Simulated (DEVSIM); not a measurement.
Structure: TaN/La2O3/SiO2/n-Si capacitor, at 400 K.

```
layer (left to right)  material  thickness (nm)  Nd (cm⁻³)
---------------------  --------  --------------  ---------
1                         La2O3            15.0          -
2                          SiO2           0.700          -
3                            Si            5800     9.8e15
```

Metal gate on the left, work function 4.4 eV. Fixed charge at the semiconductor interface -3.4e11 cm⁻² (in units of +e); no interface traps.

Constants are typed, rounded textbook-type inputs, not results; the design itself was drawn at random and stands for no fabricated device. Values at 300 K; Nc and Nv go as T^1.5, mobilities as T to minus their exponent, the gap by Varshni's rule with the affinity fixed.

```csv
parameter,La2O3,SiO2,Si
gap (eV),5.8,9,1.124
affinity (eV),1.8,0.9,4.05
permittivity,27,3.9,11.7
Nc (cm⁻³),-,-,2.86e19
Nv (cm⁻³),-,-,3.1e19
Varshni α (eV/K),-,-,0.000473
Varshni β (K),-,-,636
```

DEVSIM, 1D Poisson equation in equilibrium, Boltzmann statistics, complete ionisation; no quantum confinement or tunnelling. Metal contacts follow the ideal Schottky-Mott rule: no Fermi-level pinning, no interface dipoles.

The temperature was swept, all else fixed.

```tsv
temperature (K)	flat-band voltage (V)	minimum of the low-frequency capacitance (μF/cm²)	threshold voltage (band bending 2φF) (V)
250	0.23	0.0341	-0.61
300	0.19	0.0381	-0.56
350	0.15	0.0410	-0.50
400	0.11	0.0477	-0.44
450	0.06	0.0563	-0.38
500	0.02	0.0718	-0.32
```

From the first row to the last the flat-band voltage goes from 0.23 to 0.02. From the first row to the last the minimum of the low-frequency capacitance goes from 0.0341 to 0.0718.
